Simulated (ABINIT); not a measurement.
Input and output of a self-consistent single point for HgPd5Se (P4/mmm, 7 atoms in the cell) (ABINIT)

Method of the run: PBEsol, PAW (JTH v2.0 PBE PAW, files made for PBE) (plane waves; ABINIT).

This input was run:

```
# HgPd5Se, JTH v2.0 PBE PAW
pp_dirpath "./"
pseudos "Hg.GGA_PBE-JTH.xml, Pd.GGA_PBE-JTH.xml, Se.GGA_PBE-JTH.xml"
acell 7.6466066879 7.6466066879 13.4653946791
rprim
         1.0000000000    0.0000000000    0.0000000000
         0.0000000000    1.0000000000    0.0000000000
         0.0000000000    0.0000000000    1.0000000000
natom 7
ntypat 3
znucl 80 46 34
typat 1 2 2 2 2 2 3
xcart
         3.8233033440    3.8233033440    0.0000000000
         0.0000000000    0.0000000000    0.0000000000
         3.8233033440    0.0000000000    9.6060779101
         3.8233033440    0.0000000000    3.8593167690
         0.0000000000    3.8233033440    9.6060779101
         0.0000000000    3.8233033440    3.8593167690
         0.0000000000    0.0000000000    6.7326973396
ecut 48 Ry
pawecutdg 96 Ry
ixc -116133
occopt 7
tsmear 0.00999582
nband 67
kptopt 1
ngkpt 6 6 3
nshiftk 1
shiftk 0 0 0
nstep 80
tolvrs 1.0e-12
prtwf 0
prtden 0
enunit 2
```

Output (repeated stretches shortened):

```
 Symmetries : space group P4/m m m (#123); Bravais tP (primitive tetrag.)

 -outvars: echo values of preprocessed input variables --------
            acell      7.6466066879E+00  7.6466066879E+00  1.3465394679E+01 Bohr
             ecut      2.40000000E+01 Hartree
           enunit           2
              ixc     -116133
         kptrlatt        6    0    0      0    6    0      0    0    3
          kptrlen      4.03961840E+01
            natom           7
            nband          67
            ngfft          36      36      60
          ngfftdg          48      48      90
             nkpt          20
            nstep          80
             nsym          16
           ntypat           3
           occopt           7
        pawecutdg      4.80000000E+01 Hartree
          spgroup         123
           tolvrs      1.00000000E-12
           tsmear      9.99582000E-03 Hartree
            typat      1  2  2  2  2  2  3
           useylm           1
             xred      5.0000000001E-01  5.0000000001E-01  0.0000000000E+00
                       6.5388805481E-12  6.5388805481E-12  0.0000000000E+00
                       5.0000000001E-01  6.5388805481E-12  7.1339000000E-01
                       5.0000000001E-01  6.5388805481E-12  2.8661000000E-01
                       6.5388805481E-12  5.0000000001E-01  7.1339000000E-01
                       6.5388805481E-12  5.0000000001E-01  2.8661000000E-01
                       6.5388805481E-12  6.5388805481E-12  5.0000000000E-01
            znucl       80.00000   46.00000   34.00000

== DATASET  1 ==================================================================

 Real(R)+Recip(G) space primitive vectors, cartesian coordinates (Bohr,Bohr^-1):
 R(1)=  7.6466067  0.0000000  0.0000000  G(1)=  0.1307770  0.0000000  0.0000000
 R(2)=  0.0000000  7.6466067  0.0000000  G(2)=  0.0000000  0.1307770  0.0000000
 R(3)=  0.0000000  0.0000000 13.4653947  G(3)=  0.0000000  0.0000000  0.0742644
 Unit cell volume ucvol=  7.8732962E+02 bohr^3
 Angles (23,13,12)=  9.00000000E+01  9.00000000E+01  9.00000000E+01 degrees

 Coarse grid specifications (used for wave-functions):

 getcut: wavevector=  0.0000  0.0000  0.0000  ngfft=  36  36  60
         ecut(hartree)=     24.000   => boxcut(ratio)=   2.02051

 Fine grid specifications (used for densities):

 getcut: wavevector=  0.0000  0.0000  0.0000  ngfft=  48  48  90
         ecut(hartree)=     48.000   => boxcut(ratio)=   2.01274

   3.25780473E+04                                ecore*ucvol(ha*bohr**3)

_setup2: Arith. and geom. avg. npw (full set) are    4422.491    4422.476

--- !BeginCycle
solver: {iscf: 17, nstep: 80, nline: 4, wfoptalg: 10, }
tolerances: {tolvrs: 1.00E-12, }
...

     iter   Etot(hartree)      deltaE(h)  residm     nres2
 ETOT  1  -651.66313013089    -6.517E+02 7.028E+01 6.498E+02
 ETOT  2  -697.93570234788    -4.627E+01 6.696E-02 5.774E+02
 ETOT  3  -696.05685252592     1.879E+00 1.232E-01 1.379E+02
 ETOT  4  -696.03493702092     2.192E-02 2.451E-02 5.841E+01
 ETOT  5  -695.96239160029     7.255E-02 1.551E-02 3.246E+01
 ETOT  6  -695.89861773791     6.377E-02 4.697E-03 1.069E+01
   [... 31 lines left out ...]
 ETOT 38  -695.87297162098     1.705E-12 7.901E-05 2.938E-11
 ETOT 39  -695.87297162099    -1.023E-12 7.478E-05 1.700E-11
 ETOT 40  -695.87297162099    -2.728E-12 6.264E-05 8.863E-12
 ETOT 41  -695.87297162098     5.798E-12 8.935E-05 2.539E-12
 ETOT 42  -695.87297162099    -3.638E-12 4.877E-05 9.161E-14

 At SCF step   42       nres2   =  9.16E-14 < tolvrs=  1.00E-12 =>converged.

 Cartesian components of stress tensor (hartree/bohr^3)
  sigma(1 1)=  1.58825344E-04  sigma(3 2)=  0.00000000E+00
  sigma(2 2)=  1.58825344E-04  sigma(3 1)=  0.00000000E+00
  sigma(3 3)=  1.65757209E-04  sigma(2 1)=  0.00000000E+00

 ----iterations are completed or convergence reached----

 reduced coordinates (array xred) for    7 atoms
       0.500000000007      0.500000000007      0.000000000000
       0.000000000007      0.000000000007      0.000000000000
       0.500000000007      0.000000000007      0.713389999998
       0.500000000007      0.000000000007      0.286610000002
       0.000000000007      0.500000000007      0.713389999998
       0.000000000007      0.500000000007      0.286610000002
       0.000000000007      0.000000000007      0.500000000000
 cartesian forces (eV/Angstrom) at end:
    1     -0.00000000000000    -0.00000000000000    -0.00000000000000
    2     -0.00000000000000    -0.00000000000000    -0.00000000000000
    3     -0.00000000000000    -0.00000000000000     0.01841310580469
    4     -0.00000000000000    -0.00000000000000    -0.01841310580469
    5     -0.00000000000000    -0.00000000000000     0.01841310580469
    6     -0.00000000000000    -0.00000000000000    -0.01841310580469
    7     -0.00000000000000    -0.00000000000000    -0.00000000000000
 frms,max,avg= 8.0361382E-03 1.8413106E-02   0.000E+00  0.000E+00  0.000E+00 e/A
 length scales=  7.646606687900  7.646606687900 13.465394679100 bohr
              =  4.046409982289  4.046409982289  7.125579968849 angstroms
 Fermi (or HOMO) energy (hartree) =   0.32230   Average Vxc (hartree)=  -0.44001
 Eigenvalues (hartree) for nkpt=  20  k points:
 kpt#   1, nband= 67, wtk=  0.00926, kpt=  0.0000  0.0000  0.0000 (reduced coord)
  -2.76920   -2.76910   -2.76838   -2.76830   -2.75583   -1.51687   -1.51687   -1.51657
  -1.51657   -1.51252   -1.51140   -1.51138   -1.51001   -1.50513   -1.50513   -1.50503
  -1.50503   -1.49769   -1.49769   -1.49712   -0.23188    0.04572    0.05104    0.05678
   [... 6 lines left out ...]
      occupation numbers for kpt#   1
   2.00000    2.00000    2.00000    2.00000    2.00000    2.00000    2.00000    2.00000
   2.00000    2.00000    2.00000    2.00000    2.00000    2.00000    2.00000    2.00000
   2.00000    2.00000    2.00000    2.00000    2.00000    2.00000    2.00000    2.00000
   [... 6 lines left out ...]
 prteigrs : prtvol=0 or 1, do not print more k-points.

 Fermi (or HOMO) energy (eV) =   8.77016   Average Vxc (eV)= -11.97321
 Eigenvalues (   eV  ) for nkpt=  20  k points:
 kpt#   1, nband= 67, wtk=  0.00926, kpt=  0.0000  0.0000  0.0000 (reduced coord)
 -75.35368  -75.35097  -75.33152  -75.32919  -74.98995  -41.27610  -41.27610  -41.26789
 -41.26789  -41.15788  -41.12741  -41.12667  -41.08955  -40.95676  -40.95676  -40.95384
 -40.95384  -40.75429  -40.75429  -40.73872   -6.30975    1.24410    1.38891    1.54506
   [... 6 lines left out ...]
 prteigrs : prtvol=0 or 1, do not print more k-points.

--- !EnergyTerms
comment             : Components of total free energy in Hartree
kinetic             :  8.00958525798972E+01
hartree             :  1.06446119090835E+02
xc                  : -3.05862714637688E+01
Ewald energy        : -5.14745540391622E+02
psp_core            :  4.13779010669664E+01
local_psp           : -3.32681467983717E+02
spherical_terms     : -4.57757688310683E+01
internal            : -6.95869175932477E+02
'-kT*entropy'       : -3.79553452013781E-03
total_energy        : -6.95872971466997E+02
total_energy_eV     : -1.89356665443873E+04
...

-Cartesian components of stress tensor (GPa)         [Pressure= -4.7408E+00 GPa]
- sigma(1 1)=  4.67280215E+00  sigma(3 2)=  0.00000000E+00
- sigma(2 2)=  4.67280215E+00  sigma(3 1)=  0.00000000E+00
- sigma(3 3)=  4.87674463E+00  sigma(2 1)=  0.00000000E+00

 Calculation completed.
```

The run converged in 42 iterations.

The starting cell comes from a database of computed structures (which also holds hypothetical and non-ambient phases and stackings), without a prior relaxation at this level. Spin polarisation is off. The potentials were made for another functional than the one used. With a pressure of about -5 GPa the cell is away from its equilibrium volume at this level.

These are the values that this program gave, and no reference: the one-centre exchange-correlation terms come from a truncated expansion.

Cost on one core of a shared machine: roughly 10 min.
